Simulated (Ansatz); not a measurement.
The starting structures come from a database of crystals and need not be the phases stable at ambient conditions.

The decay constant κ of evanescent states in the gap governs leakage through a thin film.

Data:

```xyz
4
Lattice="4.0982 0.0000 0.0000 -2.0491 3.5492 0.0000 2.0491 1.1831 7.3277" Properties=species:S:1:pos:R:3 pbc="T T T"
Tl     0.0000     2.3661     3.6638
Bi     0.0000     0.0000     0.0000
S      2.0491     3.5492     5.7578
S      2.0491     1.1831     1.5699
```

Space group of this cell: R-3m. The cell was relaxed by PBE-D3(BJ); by PBEsol its mean pressure is -0.9 GPa.

Transport runs along the normal of the first two printed cell vectors, the (001) plane of the conventional cell.

No gap correction and no spin-orbit coupling; mid-gap values are interpolated between computed energies.

Give the band gap and the smallest decay constant κ at mid-gap that PBEsol (Ansatz, an electronic-structure program) yields.

Gap 0.26 eV on a 10×10×10 mesh; κ = 0.045 1/Å, at the zone centre.
